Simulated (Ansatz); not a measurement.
## CsPbBr3: isotropic strain −3.00 %

The parent structure is CsPbBr3 in the cubic perovskite structure (space group Pm-3m, No. 221; a = 5.872 Å).

One thing is altered: every lattice vector is shortened by 3.00 %; the atoms relax in the strained cell.

All numbers come from PBEsol (Ansatz, a quantum-chemistry and plane-wave program, PAW, no spin-orbit coupling). k-mesh 6×6×6 (Γ-centred); smearing 0.05 eV (Fermi–Dirac).

Volume per atom: 36.96 Å³ (base 40.50 Å³)
Space group: Pm-3m (No. 221) (base Pm-3m (No. 221))
Shortest interatomic distance: 2.848 Å (base 2.936 Å)
Energy relative to the base (free energy F): +25 meV/atom
Pressure: 2.45 GPa (base 0.00 GPa)
Band gap: 1.00 eV (base 1.43 eV)
Gap character: direct at R (base direct at R)
Mean gap deformation potential ΔEg/Δln V: +4.7 eV
Electron mass (degenerate bands, along [100]): 0.059, 0.65, 0.65 mₑ (at R) (base 0.077, 0.74, 0.74 mₑ (at R))
Hole mass: 0.088 mₑ (at R) (base 0.13 mₑ (at R))
Valley order (the lowest conduction-band minima on the path, energy above the VBM, named in the base's zone): R along ⟨111⟩ 1.00 eV; Γ 2.36 eV (base R along ⟨111⟩ 1.43 eV; Γ 2.88 eV)

With Pb present, leaving out spin-orbit coupling can change the band edges. Effective masses come from finite differences of ±0.01 Å⁻¹. No phonon test of stability was made. Many cubic perovskites are stable only at high temperature; tilts and polar distortions were not tested. This is not the structure that CsPbBr3 has at room temperature and ambient pressure.
